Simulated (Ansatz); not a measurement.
The parent structure is Pt in the fcc (Cu type) structure (space group Fm-3m, No. 225; a = 3.942 Å; relaxed with 0.1 eV smearing). Axes: x, y, z lie along the cube axes.

Calculations: r2SCAN (Ansatz, a quantum-chemistry and plane-wave program), spin-orbit coupling left out.

For the base:

| Item | Result |
|---|---|
| Pressure | 0.0 GPa |
| Shortest interatomic distance | 2.787 Å |

The change: uniaxial strain ε_zz = −3.00 %, all other strain components held at zero; the atoms relax in the strained cell.

### Question
What happens to the pressure?

### Answer
The pressure (mean of the normal stresses, compression positive) goes from zero to 9.0 GPa.

### Question
Estimate the effect on the energy relative to the base.

### Answer
The energy rises by 15 meV/atom.

### Question
What happens to the shortest interatomic distance?

### Answer
The shortest interatomic distance falls by 0.041 Å to 2.746 Å.

Whether these cells are dynamically stable was not tested. All final runs are without spin polarisation.
